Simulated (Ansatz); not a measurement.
Consider KTaO₃ in the cubic perovskite structure (space group Pm-3m, No. 221; a = 3.985 Å). Axes: x, y, z lie along the cube axes.

Calculations: PBEsol (Ansatz, a first-principles code, PAW, scalar-relativistic without spin-orbit coupling).

Before the change:

```
Property               Value
-------------------  -------
Smallest direct gap  2.75 eV
```

One thing is altered: tensile biaxial strain of 1.50 % in the plane normal to [111], as in epitaxy on a mismatched substrate; the out-of-plane cell vector and the atoms relax.

What does the calculation give for the smallest direct gap and out-of-plane strain after the change?

The smallest direct gap falls by 0.16 eV (2.75 eV → 2.59 eV); the out-of-plane strain comes out as -1.18 %.

Spin-orbit coupling, missing from the scalar runs, can matter with Ta. Stability against distortions was not tested.
